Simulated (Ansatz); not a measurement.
Base system: BiAs in the zinc blende structure (space group F-43m, No. 216; a = 6.653 Å; a hypothetical phase, not in the database extracts checked).

All numbers come from r2SCAN (Ansatz, an electronic-structure program), without spin-orbit coupling.

One change was made to it. Results:

The band gap is still zero; the volume per atom shrinks by 3.02 Å³ (36.81 Å³ → 33.79 Å³).

### Question
Which of these changes matches the shifts?
A. As → P
B. As → Ru
C. Bi → N

### Answer
A, As → P. For comparison, the volume per atom in the other runs: As → Ru gives 27.64 Å³; Bi → N gives 15.24 Å³.

No phonon test of stability was made. As relaxed here, BiP, BiRu and AsN are hypothetical phases, not in the database extracts checked. All final runs are without spin polarisation.
